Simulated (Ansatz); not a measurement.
The reference is BeTe in the zinc blende structure (space group F-43m, No. 216).

```
BeTe
1.0
    0.00000     2.77712     2.77712
    2.77712     0.00000     2.77712
    2.77712     2.77712     0.00000
Be Te
1 1
Direct
  0.00000   0.00000   0.00000
  0.25000   0.25000   0.25000
```

Cartesian axes are those of the cell as printed.

The values are results of LDA, PAW, 420 eV (Ansatz, a first-principles code; no spin-orbit coupling), not measurements.

Strains are applied to the cell and any free atomic positions relax.

One change was made to it. Results:

| quantity | base | after |
|---|---|---|
| band gap | 1.79 eV | 1.77 eV |
| energy relative to the base (free energy F) | 0 meV/atom | +0.7 meV/atom |
| pressure (mean of the normal stresses, compression positive) | 0.01 GPa | -0.62 GPa |
| electron mass | 1.3 mₑ along k, 0.24 mₑ across (at X) | 1.3 mₑ along k, 0.25 mₑ across (at X) |

Which change produced these results?
(A) uniaxial strain ε_zz = +1.50 %
(B) uniaxial strain ε_zz = +1.00 %
(C) uniaxial strain ε_zz = −3.00 %
(D) uniaxial strain ε_zz = +0.50 %

B, uniaxial strain ε_zz = +1.00 %. For comparison, the pressure in the other runs: uniaxial strain ε_zz = +1.50 % gives -0.92 GPa; uniaxial strain ε_zz = +0.50 % gives -0.31 GPa; uniaxial strain ε_zz = −3.00 % gives 2.06 GPa.

Spin-orbit coupling, missing from the scalar runs, can matter with Te. Masses are band curvatures over ±0.01 Å⁻¹ around the edge. Along k means along the line from Γ to the band edge. No phonon test of stability was made.
